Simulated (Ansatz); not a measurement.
The parent structure is BeTe in the zinc blende structure (space group F-43m, No. 216; a = 5.657 Å).

Perturbation: a hydrostatic pressure of 50 GPa.

Levels (all Ansatz, an electronic-structure program, PAW): r2SCAN (500 eV, scalar-relativistic without spin-orbit coupling); HSE06 (420 eV, no SOC).

The geometry is relaxed with r2SCAN.

```
Quantity          Result
---------------  -------
r2SCAN band gap  1.11 eV
```

Question: What does HSE06 give at this geometry for the band gap?

Answer: The band gap goes up by 0.28 eV (1.11 eV → 1.39 eV).

Single points use the geometry relaxed with r2SCAN. Their cutoffs differ, which shifts pressures a little. HSE06 gaps are upper bounds (no full band path). Spin-orbit coupling, missing from the scalar runs, can matter with Te. Load acts through the strain it causes; cell and atoms are relaxed under it. No phonon test of stability was made. No other phases were tried under pressure.
